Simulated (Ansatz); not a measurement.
C on the 1x1 (111) surface of fcc Ni, ferromagnetic, one in a 2x1 cell, energies for each (10.7 Å²). Energies are against an atom of graphite, without zero-point or thermal terms; each row is named by its start.

Calculation: PBE (plane waves to 420 eV, PAW; Ansatz, a quantum-chemistry and plane-wave program).

Slab: 9 atoms, 6.0 Å thick at the start under the adsorbate (thin: gaps and levels are the slab's own); k 7x14x1, smearing 0.1 eV, dipole-corrected; 4 atoms held, the rest relaxed; each run with such symmetry as its start has; spin-polarised, no spin-orbit, no U, no dispersion correction.

A negative adsorption energy means that the adsorbate is more stable on the surface than in its reference. Heights count from the host atoms within 0.3 Å of the top one.

```tsv
starting site	E_ads (eV)	height (Å)	nearest host atom (Å)	bonded to	Δ work function (eV)	lateral drift (Å)	moment (μB)
top Ni	1.69	1.05	Ni 1.73	3 Ni	0.80	1.4	3.6
hollow Ni-Ni-Ni over Ni at depth 2.0 Å	1.69	1.04	Ni 1.74	3 Ni	0.78	0.1	3.7
hollow Ni-Ni-Ni over Ni at depth 4.0 Å	1.70	1.05	Ni 1.73	3 Ni	0.80	0.0	3.6
bridge Ni-Ni (span 2.5 Å)	1.70	1.05	Ni 1.73	3 Ni	0.80	0.8	3.6
```
